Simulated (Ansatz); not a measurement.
The starting structures come from a database of crystals and need not be the phases stable at ambient conditions.

Inside the gap of an insulator the Bloch states are evanescent, with a wavenumber k + iκ along the transport direction.

Consider the following.

```yaml
crystal:
  lattice:
    - [5.28485, 0.00000, 0.00000]
    - [0.00000, 14.53788, 0.00000]
    - [2.64242, 4.84596, 1.52561]
  atoms:
    - { symbol: Li, position: [0.00000, 0.63781, 0.00000] }
    - { symbol: Li, position: [0.00000, 0.36219, 0.00000] }
    - { symbol: Nb, position: [0.00000, 0.85560, 0.00000] }
    - { symbol: Nb, position: [0.00000, 0.14440, 0.00000] }
    - { symbol: O, position: [0.73807, 0.78391, 0.91586] }
    - { symbol: O, position: [0.26193, 0.21609, 0.08414] }
    - { symbol: O, position: [0.65393, 0.43784, 0.95407] }
    - { symbol: O, position: [0.34607, 0.56216, 0.04593] }
    - { symbol: O, position: [0.60800, 0.04584, 0.13007] }
    - { symbol: O, position: [0.39200, 0.95416, 0.86993] }
```

Space group of this cell: R-3. The cell is taken as given; by r2SCAN its mean pressure is -8.8 GPa.

Transport runs along the normal of the first two printed cell vectors, the (100) plane of the conventional cell.

The gap is the functional's own. No spin-orbit coupling. Mid-gap values are interpolated on the energy grid.

Q: Estimate the band gap and the smallest decay constant κ at mid-gap that r2SCAN (Ansatz, a program for electronic structure) returns for this system.

A: Gap 4.21 eV on a 20×20×20 mesh; κ = 0.475 1/Å, at the zone centre.
